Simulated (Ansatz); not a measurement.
# Several settings converged on a (110) slab of ScAl (cut from a parent of space group no. 221; 8 atoms in the cell)

```
CELL_PARAMETERS angstrom
      3.38046     0.00000     0.00000
      0.00000     4.78069     0.00000
      0.00000     0.00000    21.17099
ATOMIC_POSITIONS crystal
  Sc 0.50000 0.50000 0.33064
  Al 0.00000 0.00000 0.33064
  Sc 0.50000 0.00000 0.44355
  Al 0.00000 0.50000 0.44355
  Sc 0.50000 0.50000 0.55645
  Al 0.00000 0.00000 0.55645
  Sc 0.50000 0.00000 0.66936
  Al 0.00000 0.50000 0.66936
```

Base method: PBEsol, default PAW files made with PBE (plane waves; Ansatz, an electronic-structure program).

Base settings: basis.ecutwfc = 420 eV; kpoints.mp_grid.grid = 9 6 1; hamiltonian.xc = pbesol; hamiltonian.pseudopotentials = {kind: paw} (the program's default PAW files); scf.occupations.method = fermi_dirac; scf.occupations.width = 0.1 eV.

The count of work is k-points × plane waves × bands × iterations; it is no time. 

**The plane-wave cutoff**

The mesh stays at the base's, so the ladder's end is converged at best in this setting alone.

Only quantities that move along the ladder and can be compared are tabulated.

| basis.ecutwfc | free energy less the last step's (meV/atom) | largest difference of a force vector from the last step's (eV/Å) | count of work / last |
|---|---|---|---|
| 210 eV | 964.14 | 0.107 | 0.12 |
| 250 eV | 216.97 | 0.053 | 0.16 |
| 295 eV | 36.18 | 0.011 | 0.21 |
| 355 eV | 3.74 | 0.000 | 0.27 |
| 420 eV | 0.61 | 0.000 | 0.35 |
| 505 eV | 0.27 | 0.000 | 0.47 |
| 630 eV | 0.11 | 0.000 | 0.65 |
| 840 eV | 0.00 | 0.000 | 1.0 |

Coarsest basis.ecutwfc that holds the forces within 0.01 eV/Å of the last step, with all finer ones: 355 eV, at 0.27 of the last step's count of work; the step before is off by 0.011 eV/Å.

Coarsest basis.ecutwfc that holds the free energy within 1 meV/atom of the last step, with all finer ones: 420 eV, at 0.35 of the last step's count of work; the step before is off by 3.7 meV/atom.

**The depth of the relaxed slab**

On a (110) slab of ScAl (cut from a parent of space group no. 221; 2 atoms in the cell), and deeper slabs.

In this ladder: relax = atoms; relax.f_tol = 0.02 eV/Å.

Surface energy = (E_slab − N e_bulk)/2A, with e_bulk from the bulk crystal on its finest mesh (220 k-points); errors per atom of slab and bulk, whose meshes differ, grow with N.

The mesh stays at the base's, so the ladder's end is converged at best in this setting alone.

Only quantities that move along the ladder and can be compared are tabulated.

| atoms | surface energy (J/m²) | relaxation steps |
|---|---|---|
| 2 | 1.453 | 1 |
| 4 | 1.404 | 5 |
| 6 | 1.480 | 2 |
| 10 | 1.442 | 4 |

Smallest size that holds the surface energy within 0.02 J/m²: not settled: the last two steps still differ by 0.039 J/m², over half the tolerance, so the ladder does not show it.

On the base run: the starting cell comes from a database of computed structures (which also holds hypothetical and non-ambient phases and stackings), without a prior relaxation at this level. The slab is cut from that crystal, and its faces are unrelaxed. Its lattice was rescaled by up to half a per cent.

Keys are those of Ansatz 0.2.
